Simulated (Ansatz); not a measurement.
Start from WSi2 (space group I4/mmm, No. 139; a = 3.2292 Å, c = 7.8672 Å).

Method: Ansatz (an electronic-structure program), PBE, PAW, cutoff 420 eV, without spin-orbit coupling.

Base values:

Volume per atom: 13.67 Å³
Band gap: zero
c/a ratio: 2.436

It is then changed as follows: a hydrostatic pressure of 9 GPa.

Problem. What does the calculation give for the volume per atom after the change?

Solution. The volume per atom shrinks by 0.51 Å³ (13.67 Å³ → 13.16 Å³).

Problem. Estimate the effect on the band gap.

Solution. The band gap is still zero.

Problem. Predict the new c/a ratio.

Solution. The c/a ratio goes up by 0.007 (2.436 → 2.443).

Load acts through the strain it causes; cell and atoms are relaxed under it. Stability against distortions was not tested. No other phases were tried under pressure. The final runs are not spin-polarised.
